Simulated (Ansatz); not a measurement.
Data:

```yaml
crystal:
  lattice:
    - [0.00000, 2.59797, 2.59797]
    - [2.59797, 0.00000, 2.59797]
    - [2.59797, 2.59797, 0.00000]
  atoms:
    - { symbol: Zn, position: [0.00000, 0.00000, 0.00000] }
    - { symbol: S, position: [0.25000, 0.25000, 0.25000] }
```

No spin polarisation.

Calculations: PBEsol (Ansatz, an electronic-structure program), no spin-orbit coupling. Settings: 11×11×11 k-points, 0.05 eV Fermi–Dirac smearing.

**Question.** Predict the hole mass (degenerate bands, along [100]).

**Answer.** 0.20, 0.59, 0.59 mₑ (at Γ).

**Question.** Estimate the gap character.

**Answer.** Direct at Γ.

**Question.** What width of the top valence band does the calculation give?

**Answer.** 3.24 eV.

The cells carry an imposed strain or load. Masses are band curvatures over ±0.01 Å⁻¹ around the edge. Whether these cells are dynamically stable was not tested. The cell was made from ZnS in the zinc blende structure (space group F-43m, No. 216) by this change: isotropic strain −3.00 %.
